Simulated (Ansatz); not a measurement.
# Effect of isotropic strain −1.77 % on TiTe2

The parent structure is TiTe2 in the CdI2 type structure (space group P-3m1, No. 164; a = 3.6188 Å, c = 6.2253 Å; layered, stacked along the Cartesian z axis; relaxed with 0.1 eV smearing).

It is then changed as follows: every lattice vector is shortened by 1.77 %, atoms relaxed at fixed cell.

All numbers come from PBEsol-D3(BJ), PAW, 420 eV (Ansatz, a quantum-chemistry and plane-wave program; spin-orbit coupling left out). Settings: 18×18×10 k-points, 0.1 eV Fermi–Dirac smearing.

The volume per atom shrinks by 1.228 Å³ (23.53 Å³ → 22.31 Å³) and the space group remains P-3m1 (No. 164). The shortest interatomic distance falls by 2.6 pm to 268.6 pm and the energy grows by 12 meV/atom. The pressure (mean of the normal stresses, compression positive) goes from zero to 3.4 GPa and the band gap remains zero. The largest internal atomic displacement is 0.034 Å.

Final structure:

```
TiTe2
1.0
    3.55471     0.00000     0.00000
   -1.77735     3.07847     0.00000
    0.00000     0.00000     6.11515
Ti Te
1 2
Direct
  0.00000   0.00000   0.00000
  0.33333   0.66667   0.28345
  0.66667   0.33333   0.71655
```

No phonon test of stability was made. The final runs are not spin-polarised.
